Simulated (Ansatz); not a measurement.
Consider Ag2S in the anti-fluorite structure (space group Fm-3m, No. 225; a = 6.090 Å; a model cell, its experimental status unchecked).

Method: Ansatz (a quantum-chemistry and plane-wave program) PBEsol, spin-orbit coupling left out, earlier PAW set.

Base values:

| Quantity | Value |
|---|---|
| Lattice parameter a | 6.090 Å |

The change: a hydrostatic pressure of 30 GPa.

**Question.** What does the calculation give for the lattice parameter a after the change?

**Answer.** The lattice parameter a decreases by 0.413 Å, from 6.090 Å to 5.677 Å.

Load acts through the strain it causes; cell and atoms are relaxed under it. Stability against distortions was not tested. Competing high-pressure phases were not computed. All final runs are without spin polarisation. This is not the structure that Ag2S has at room temperature and ambient pressure.
